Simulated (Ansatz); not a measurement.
Cu2O, carrier doping

Take Cu2O (space group Pn-3m, No. 224; a = 4.2991 Å) as the base.

Carriers are added at fixed cell with a uniform background; the Fermi–Dirac width is that of 300 K.

Levels (all Ansatz, an electronic-structure program, PAW, earlier PAW set): PBE (420 eV, no spin-orbit coupling); r2SCAN (500 eV, no spin-orbit coupling).

The base cell above is that of PBE; each level relaxes its own structures.

```tsv
case	shift of the gap caused by the change, PBE	shift of the gap caused by the change, r2SCAN
electrons 2.0×10^21 cm⁻³	-0.01 eV	-0.01 eV
electrons 3.0×10^21 cm⁻³	-0.01 eV	(withheld)
electrons 5.0×10^21 cm⁻³	-0.01 eV	-0.03 eV
electrons 2.0×10^22 cm⁻³	-0.04 eV	-0.11 eV
holes 2.0×10^21 cm⁻³	+0.01 eV	(withheld)
holes 3.0×10^21 cm⁻³	+0.01 eV	(withheld)
holes 5.0×10^21 cm⁻³	+0.02 eV	(withheld)
holes 2.0×10^22 cm⁻³	+0.11 eV	+0.10 eV
```

Question: Complete the table.

Answer: 
- electrons 3.0×10^21 cm⁻³, shift of the gap caused by the change, r2SCAN: -0.02 eV
- holes 2.0×10^21 cm⁻³, shift of the gap caused by the change, r2SCAN: +0.01 eV
- holes 3.0×10^21 cm⁻³, shift of the gap caused by the change, r2SCAN: +0.01 eV
- holes 5.0×10^21 cm⁻³, shift of the gap caused by the change, r2SCAN: +0.02 eV

The two levels differ by at most about 0.07 eV. Near ties aside, they put the cases in the same order.

Charged cell with a jellium background: band edges are those of the host's band count, energies are not comparable with the neutral cell, and many-body gap narrowing is missing. Whether these cells are dynamically stable was not tested. No Hubbard U is applied. The final runs are not spin-polarised.
